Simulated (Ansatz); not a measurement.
S_O in monoclinic HfO2 (start: the O(2,4-fold) site; 96-site cell, 2×2×2 shifted sampling). Level of theory: PBE, PAW (plane waves to 420 eV; Ansatz, a first-principles code). Total energies of the localised charge states, counted from that of charge +1, and their image corrections (point charge with alignment); the host's valence-band maximum lies at 13.691 eV on the cells' energy zero and its gap is 4.04 eV.

```csv
charge,moment (μB),E − E(first) (eV),correction (eV)
+1,1.0,0.000,0.175
0,not spin-polarised,14.092,0.000
```

Problem. Derive the transition levels above the valence-band maximum and say which of them are thermodynamic.

Solution. A level is the Fermi energy at which two charges have equal formation energy: ε(q/q′) = [E(q′) + corr(q′) − E(q) − corr(q)] / (q − q′) − E_VBM.
ε(+1/0) = [(14.092 + 0.000) − (0.000 + 0.175)] / 1 − 13.691 = 0.23 eV
Thermodynamic levels at least 0.1 eV inside the gap: (+1/0) at 0.23 eV. They hold to tenths of an eV in this cell. Only the charges listed were compared. At charge −1 the carrier sat in host band states, shallow at most. Flagged in the runs: a host whose relaxation on this sampling wasn't shown to rest, a strain field that reaches the edge of the cell.
